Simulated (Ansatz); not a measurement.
Ansatz (a quantum-chemistry and plane-wave program) run on TaBeB (P-6m2, 3 atoms in the cell): zone-centre phonon calculation.

Method of the run: LDA (PW92), default PAW files made with PBE (plane waves; Ansatz).

```
TaBeB
1.0
    3.24015     0.00000     0.00000
   -1.62007     2.80605     0.00000
    0.00000     0.00000     3.23636
Ta Be B
1 1 1
Direct
  0.00000   0.00000   0.00000
  0.33333   0.66667   0.50000
  0.66667   0.33333   0.50000
```

Reference input (self-consistent single point, DFT, LDA (PW92), plane waves, default PAW files made with PBE): basis.ecutwfc = 30.9 Ry; kpoints.mp_grid.grid = 12 12 10; hamiltonian.xc = lda; hamiltonian.pseudopotentials = {kind: paw} (the program's default PAW files); scf.occupations.method = fermi_dirac; scf.occupations.width = 0.0073 Ry. This run's input differs from it in these lines:

Ansatz 0.2 input:
```diff
@@ -12,3 +12,3 @@
 kpoints:
-  mp_grid: { grid: [12, 12, 10] }
+  mp_grid: { grid: [12, 12, 12] }
 hamiltonian:
@@ -18,6 +18,5 @@
   occupations: { method: fermi_dirac, width: 0.0073 Ry }
-output:
-  forces: true
-  eigenvalues: true
-  stress: true
+phonons:
+  method: dfpt
+  qmesh: [2, 2, 2]
```

The program printed (abridged):

```
SCF iter   1: F=—  HF=-9922.745531 eV  |F-HF|=—  |Δ(HF+E_count)|=         —  Δρ=5.61e-3  dr2=8.94e-3  ethr=1.77e-3  ⟨swp⟩=5.4  Hψ=10078  notcnv=0
all-band conjugate gradients solve this SCF's bands
preconditioner: auto → none
SCF iter   2: F=—  HF=-9922.743118 eV  |F-HF|=—  |Δ(HF+E_count)|=   2.41e-3  Δρ=3.29e-3  dr2=3.18e-3  ethr=4.96e-5  ⟨swp⟩=1.0  Hψ=2793  notcnv=0
   [... lines left out ...]
SCF iter   5: F=—  HF=-9922.742006 eV  |F-HF|=—  |Δ(HF+E_count)|=   2.52e-6  Δρ=1.35e-5  dr2=4.13e-8  ethr=1.10e-8  ⟨swp⟩=2.2  Hψ=2527  notcnv=0
SCF iter   6: F=—  HF=-9922.742006 eV  |F-HF|=—  |Δ(HF+E_count)|=   1.16e-8  Δρ=4.20e-6  dr2=5.08e-9  ethr=2.29e-10  ⟨swp⟩=2.8  Hψ=2976  notcnv=0
SCF iter   7: F=—  HF=-9922.742006 eV  |F-HF|=—  |Δ(HF+E_count)|=   1.85e-9  Δρ=7.33e-7  dr2=1.37e-10  ethr=2.82e-11  ⟨swp⟩=2.0  Hψ=2380  notcnv=0
SCF iter   8: F=-9922.742006 eV  HF=-9922.742006 eV  |F-HF|=5.46e-12  |Δ(HF+E_count)|=  4.00e-11  Δρ=6.05e-8  dr2=1.31e-12  ethr=1.00e-12  ⟨swp⟩=6.0  Hψ=7184  notcnv=0
SCF 1 converged in 8 iterations: F = -9922.742006 eV  dr2 = 1.31e-12
WARN: eigensolver did not converge (k=131): 1 band(s) unlocked after 20 sweeps at ethr=1.00e-12 eV (lowest unlocked band 12, counted from 0 …
DFPT response loops at q = (0, 0, 0) (fractional): preconditioner auto → Kerker (q_TF=auto, 2.514 Å⁻¹) (partly filled bands, converged f_vac=0.000) …
DFPT response loops at q = (0, 0, -0.5) (fractional): mixed as the last ones told, above
   [... lines left out ...]
Free energy (F): -9922.742006 eV
Fermi energy:    15.982996 eV
   [... lines left out ...]
  largest difference from the sums on the solved wave vectors: F 6.41e-2 eV, S 9.64e-5 and C_V 3.23e-5 eV/K
  zero-point energy: 0.265406 eV/cell   skipped modes (ω ≤ 0): 3   left out of the sums: 3.44e-5 of the cell's modes …
```

The run converged in 8 iterations. 

Summary of the result:
- Free energy E − TS (on the zero of these files): -9922.7420 eV
- Fermi level (on the code's own zero): 15.98 eV
- Zone-centre frequencies (cm⁻¹; negative means imaginary): 0, 0, 0, 408, 475, 475, 576, 833, 833

The starting cell comes from a database of computed structures (which also holds hypothetical and non-ambient phases and stackings), without a prior relaxation at this level. Its lattice was rescaled by up to half a per cent. Spin polarisation is off.

Cost on one core of a shared machine: roughly 4 min.
